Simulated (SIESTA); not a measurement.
A relaxation of the atoms of Se (P1, 6 atoms in the cell) with SIESTA.

Computed with LDA PW92, numerical atomic orbitals TZP, PseudoDojo LDA standard norm-conserving potentials (rewritten from UPF to PSML) in SIESTA.

The change in words: one atom moved by 0.15 angstrom; MD.TypeOfRun: default → FIRE; MD.Steps: default → 40; MD.MaxForceTol: default → 0.005 eV/Ang. Reference geometry:
```yaml
crystal:
  lattice:
    - [5.68360, 3.28143, 1.62124]
    - [-5.68360, 3.28143, 1.62124]
    - [0.00000, -6.56286, 1.62124]
  atoms:
    - { symbol: Se, position: [0.84914, 0.72591, 0.09273] }
    - { symbol: Se, position: [0.15086, 0.27409, 0.90727] }
    - { symbol: Se, position: [0.09273, 0.84914, 0.72591] }
    - { symbol: Se, position: [0.90727, 0.15086, 0.27409] }
    - { symbol: Se, position: [0.72591, 0.09273, 0.84914] }
    - { symbol: Se, position: [0.27409, 0.90727, 0.15086] }
```

Reference input (self-consistent single point, DFT, LDA PW92, numerical atomic orbitals TZP, PseudoDojo LDA standard norm-conserving potentials (rewritten from UPF to PSML)): XC.functional = LDA; XC.authors = PW92; potentials = PseudoDojo LDA standard; PAO.BasisSize = TZP; PAO.EnergyShift = 0.01 Ry; MeshCutoff = 350 Ry; kgrid.MonkhorstPack = 3 3 3; OccupationFunction = FD; ElectronicTemperature = 580.23 K; MaxSCFIterations = 150; SCF.Mixer.Method = Broyden; SCF.Mixer.Weight = 0.25. This run's input differs from it in these lines:

```diff
@@ -17,3 +17,3 @@
 %block AtomicCoordinatesAndAtomicSpecies
-     0.700390274    4.559840924    2.703869979  1
+     0.700390274    4.559840924    2.853871875  1
     -0.700390274   -4.559840924    2.159847021  1
@@ -44,2 +44,5 @@
 Diag.ParallelOverK           true
+MD.TypeOfRun                 FIRE
+MD.Steps                     40
+MD.MaxForceTol               0.005 eV/Ang
 WriteForces                  true
```

Output (repeated stretches shortened):

```
        iscf     Eharris(eV)        E_KS(eV)     FreeEng(eV)     dDmax    Ef(eV) dHmax(eV)
   scf:    1   -19772.206695   -19772.863922   -19772.863922  0.936817 -3.469118  3.019605
   scf:    2   -19774.130351   -19773.546793   -19773.546793  0.082757 -3.714145  1.733235
   scf:    3   -19774.023921   -19773.844063   -19773.844064  0.099824 -4.035128  0.275253
   scf:    4   -19773.867459   -19773.857654   -19773.857655  0.010938 -4.074578  0.050320
   scf:    5   -19773.859118   -19773.858455   -19773.858456  0.001688 -4.073082  0.022035
   [... 6 lines left out ...]
   scf:   12   -19773.858706   -19773.858706   -19773.858707  0.000025 -4.071997  0.000287
   scf:   13   -19773.858706   -19773.858706   -19773.858707  0.000018 -4.072005  0.000218
   scf:   14   -19773.858706   -19773.858706   -19773.858707  0.000012 -4.072009  0.000168
   scf:   15   -19773.858706   -19773.858706   -19773.858707  0.000008 -4.072004  0.000130
SCF Convergence by DM+H criterion
max |DM_out - DM_in|         :     0.0000081284
max |H_out - H_in|      (eV) :     0.0001296664
SCF cycle converged after 15 iterations

Using DM_out to compute the final energy and forces

siesta: E_KS(eV) =           -19773.8587

siesta: E_KS - E_eggbox =    -19773.8587

siesta: Atomic forces (eV/Ang):
     1    0.674584   -1.946947   -2.131630
   [... lines left out ...]
outcell: Cell volume (Ang**3)        :    181.4199
        iscf     Eharris(eV)        E_KS(eV)     FreeEng(eV)     dDmax    Ef(eV) dHmax(eV)
siesta: FreeEng =    -19774.757223
   [... lines left out ...]
siesta:      1   -0.003115    0.011207    0.031075
siesta:      2   -0.001334   -0.007662   -0.004898
siesta:      3   -0.009567    0.000128   -0.006901
siesta:      4    0.015056    0.000641   -0.014682
siesta:      5    0.006644    0.001686    0.002734
siesta:      6   -0.007790   -0.006487   -0.006944
siesta: ----------------------------------------
siesta:    Tot   -0.000106   -0.000487    0.000383

siesta: Stress tensor (static) (eV/Ang**3):
siesta:     0.043023    0.000127   -0.000059
siesta:     0.000127    0.042883    0.000143
siesta:    -0.000059    0.000143    0.033454

siesta: Cell volume =        181.419917 Ang**3

siesta: Pressure (static):
siesta:                Solid            Molecule  Units
siesta:          -0.00043333         -0.00043783  Ry/Bohr**3
siesta:          -0.03978672         -0.04019970  eV/Ang**3
siesta:         -63.74534868        -64.40701580  kBar
```

The relaxation ended unconverged. 

The starting cell comes from a database of computed structures (which also holds hypothetical and non-ambient phases and stackings), without a prior relaxation at this level. Its lattice was rescaled by up to half a per cent. For this run, on top of that: one atom moved by 0.15 angstrom. Values carry the incompleteness of an atom-centred basis.

Cost on one core of a shared machine: roughly 7 min.
